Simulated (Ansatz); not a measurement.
Neutral impurities on the Al site of metastable zinc-blende AlN: relaxed bond lengths against the impurity's covalent radius (Cordero's table). The numbers are results of PBE, PAW (plane waves to 420 eV; Ansatz, a program for electronic structure), not measurements. Cell and caveats: 64-site cell; 2×2×2 shifted k-points; host gap 3.31 eV; no Hubbard U; not converged in cell size.

| impurity | x: covalent radius (Å) | y: mean distance to the nearest shell of neighbours (Å) |
|---|---|---|
| B | 0.84 | 1.69 |
| Ga | 1.22 | 1.96 |
| Cr | 1.39 | 1.96 |
| Y | 1.90 | 2.16 |
| Gd | 1.96 | ? |

Fit a straight line to the 4 complete rows and predict the last.

Means: x = 1.337, y = 1.942; Sxx = 0.580, Sxy = 0.247. Slope 0.247 / 0.580 = 0.43, intercept 1.942 − 0.43 × 1.337 = 1.37 Å; the rows scatter by 0.06 Å about the line, and R² = 0.94. Prediction: 1.37 + 0.43 × 1.96 = 2.21 Å. The calculation gave 2.18 Å, 0.03 Å below the line, within its scatter.
